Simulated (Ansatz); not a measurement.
Worked example: self-consistent single point of YAlSi (Cm, 6 atoms in the cell) in Ansatz (an electronic-structure program).

Method of the run: LDA (PW92), default PAW files made with PBE (plane waves; Ansatz).

```
CELL_PARAMETERS angstrom
      1.98017    -5.14346     0.00000
      1.98017     5.14346     0.00000
      0.00000     0.00000     5.67650
ATOMIC_POSITIONS crystal
  Y  0.30520 0.69480 0.25881
  Y  0.69480 0.30520 0.75000
  Al 0.00000 0.00000 0.50000
  Al 0.00000 0.00000 0.00000
  Si 0.40169 0.59831 0.75000
  Si 0.59831 0.40169 0.25000
```

Reference input (self-consistent single point, DFT, LDA (PW92), plane waves, default PAW files made with PBE): basis.ecutwfc = 420 eV; kpoints.mp_grid.grid = 8 8 5; hamiltonian.xc = lda; hamiltonian.pseudopotentials = {kind: paw} (the program's default PAW files); scf.occupations.method = fermi_dirac; scf.occupations.width = 0.1 eV. This run's input differs from it in these lines:

Ansatz 0.2 input:
```diff
@@ -16,3 +16,3 @@
 kpoints:
-  mp_grid: { grid: [8, 8, 5] }
+  mp_grid: { grid: [13, 13, 8] }
 hamiltonian:
@@ -21,3 +21,3 @@
 scf:
-  occupations: { method: fermi_dirac, width: 0.1 eV }
+  occupations: { method: fermi_dirac, width: 0.3 eV }
 output:
```

The program printed (abridged):

```
SCF iter   1: F=—  HF=-9738.619314 eV  |F-HF|=—  |Δ(HF+E_count)|=         —  Δρ=4.89e-3  dr2=1.54e-2  ethr=1.77e-3  ⟨swp⟩=5.9  Hψ=48905  notcnv=0
all-band conjugate gradients solve this SCF's bands
preconditioner: auto → Kerker (q_TF=auto, 2.246 Å⁻¹)
SCF iter   2: F=—  HF=-9738.616498 eV  |F-HF|=—  |Δ(HF+E_count)|=   2.82e-3  Δρ=2.79e-3  dr2=5.54e-3  ethr=4.27e-5  ⟨swp⟩=1.2  Hψ=13248  notcnv=0
SCF iter   3: F=—  HF=-9738.615265 eV  |F-HF|=—  |Δ(HF+E_count)|=   1.23e-3  Δρ=3.40e-4  dr2=1.36e-4  ethr=1.54e-5  ⟨swp⟩=2.0  Hψ=16848  notcnv=0
SCF iter   4: F=—  HF=-9738.615227 eV  |F-HF|=—  |Δ(HF+E_count)|=   3.84e-5  Δρ=7.11e-5  dr2=5.10e-6  ethr=3.77e-7  ⟨swp⟩=2.4  Hψ=13502  notcnv=0
SCF iter   5: F=—  HF=-9738.615227 eV  |F-HF|=—  |Δ(HF+E_count)|=   2.21e-7  Δρ=1.04e-5  dr2=1.52e-7  ethr=1.42e-8  ⟨swp⟩=2.3  Hψ=17519  notcnv=0
SCF iter   6: F=-9738.615227 eV  HF=-9738.615227 eV  |F-HF|=6.76e-9  |Δ(HF+E_count)|=   3.85e-8  Δρ=2.36e-6  dr2=1.10e-8  ethr=2.78e-10  ⟨swp⟩=5.9  Hψ=37854  notcnv=0
SCF 1 converged in 6 iterations: F = -9738.615227 eV  dr2 = 1.10e-8
Free energy (F): -9738.615227 eV
Internal energy: -9737.933844 eV  (E = F + TS)
E sigma→0 (E₀):  -9738.274535 eV
Entropy (-TS):   -0.681383 eV (-113.564 meV/atom)
Fermi energy:    9.965495 eV
--- Forces (eV/Å), atoms counted from 1 ---
  atom   1  Y     -0.00000000     0.02625333    -0.33790165
  atom   2  Y      0.00000000    -0.01858306     0.09469400
  atom   3  Al    -0.00000000    -0.03629429     0.03543823
  atom   4  Al     0.00000000     0.03460236     0.03650695
  atom   5  Si     0.00000000     0.08577409     0.15425874
  atom   6  Si    -0.00000000    -0.09175233     0.01700595
--- Stress (GPa, compression-positive) ---
       -1.985447      -0.000000       0.000000
       -0.000000      -3.178961      -0.129281
        0.000000      -0.129281      -1.964530
  P = ⅓ Tr σ = -2.3763 GPa (-23.763 kbar)
  The stress holds the Pulay correction. Without it, at fixed plane waves, as pw.x and ABINIT print it: P = -2.4082 GPa
```

The run converged in 6 iterations. Against the reference run the free energy falls by 47.0 meV/atom, the pressure goes from -2.72 to -2.38 GPa and the largest force goes from 0.352 to 0.339 eV/Å.

The starting cell comes from a database of computed structures (which also holds hypothetical and non-ambient phases and stackings), without a prior relaxation at this level. Its lattice was rescaled by up to half a per cent. One atom was moved a little off its site on purpose. Ansatz's pressure includes its estimate of the finite-basis (Pulay) stress.

Cost on one core of a shared machine: roughly 80 s.
